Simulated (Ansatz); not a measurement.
The parent structure is ZrS2 in the CdI2 type structure (space group P-3m1, No. 164; layered, stacked along the Cartesian z axis).

```
CELL_PARAMETERS angstrom
      3.67429     0.00000     0.00000
     -1.83714     3.18203     0.00000
      0.00000     0.00000     5.86060
ATOMIC_POSITIONS crystal
  Zr 0.00000 0.00000 0.00000
  S  0.33333 0.66667 0.24616
  S  0.66667 0.33333 0.75384
```

Computed with r2SCAN+rVV10 in Ansatz (plane waves to 500 eV, PAW, no spin-orbit coupling).

Free-standing slabs (3 atom(s) a layer) normal to the stacking axis with 15 Å of vacuum; in-plane cell relaxed.

One change was made to it. Results:

The smallest direct gap grows by 0.157 eV, from 1.81 eV to 1.96 eV; the band gap grows by 0.17 eV (1.17 eV → 1.34 eV); the gap character amounts to indirect, K–Γ (80 % along) → M.

Problem. Which of these changes matches the shifts?
A. 1 layer
B. 3 layers
C. 4 layers
D. 2 layers

Solution. C, 4 layers. For comparison, the band gap in the other runs: 1 layer gives 1.53 eV; 2 layers gives 1.46 eV; 3 layers gives 1.42 eV.

No phonon test of stability was made.

Ansatz is an electronic-structure program.
